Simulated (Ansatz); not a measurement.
Consider TlBr in the CsCl type structure (space group Pm-3m, No. 221; a = 3.915 Å). Axes: x, y, z lie along the cube axes.

Calculations: PBEsol (Ansatz, an electronic-structure program, PAW, scalar-relativistic without spin-orbit coupling).

Strains are applied to the cell and any free atomic positions relax; under biaxial strain the out-of-plane vector relaxes too.

One change was made to it. Results:

```csv
quantity,base,after
"pressure (mean of the normal stresses, compression positive)",0.00 GPa,0.45 GPa
band gap,1.59 eV,1.53 eV
```

Question: Which of these changes matches the shifts?
A) biaxial strain −0.42 %, plane normal [111], relaxed out of plane
B) biaxial strain +2.50 %, plane normal [111], relaxed out of plane
C) biaxial strain −1.67 %, plane normal [111], relaxed out of plane
D) biaxial strain +0.83 %, plane normal [111], relaxed out of plane
E) biaxial strain +1.25 %, plane normal [111], relaxed out of plane

Answer: C, biaxial strain −1.67 %, plane normal [111], relaxed out of plane. For comparison, the band gap in the other runs: biaxial strain −0.42 %, plane normal [111], relaxed out of plane gives 1.57 eV; biaxial strain +2.50 %, plane normal [111], relaxed out of plane gives 1.65 eV; biaxial strain +0.83 %, plane normal [111], relaxed out of plane gives 1.61 eV; biaxial strain +1.25 %, plane normal [111], relaxed out of plane gives 1.62 eV.

With Tl present, leaving out spin-orbit coupling can change the band edges. Stability against distortions was not tested.
